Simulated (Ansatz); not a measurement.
# NbP (model structure, started from the CrB type, Cmcm, No. 63, 4 atoms in the cell): volume per atom by level of theory

No measured value is used here.

### Question
Put these levels in order of the volume per atom that they give for NbP (model structure, started from the CrB type, Cmcm, No. 63, 4 atoms in the cell), smallest first: PBE (Ansatz, an electronic-structure program), PBE-D3(BJ) (Ansatz), PBEsol (Ansatz).

### Answer
PBE-D3(BJ) (14.78 Å³/atom), PBEsol (14.93 Å³/atom), PBE (15.42 Å³/atom)

Ansatz's density-functional and Hartree–Fock values are scalar-relativistic unless marked +SOC, with PAW data made under PBE.

A model structure was made by putting elements into a prototype or built by hand; it is no filed structure, need not be a known phase, and can be a saddle point held by its symmetry.
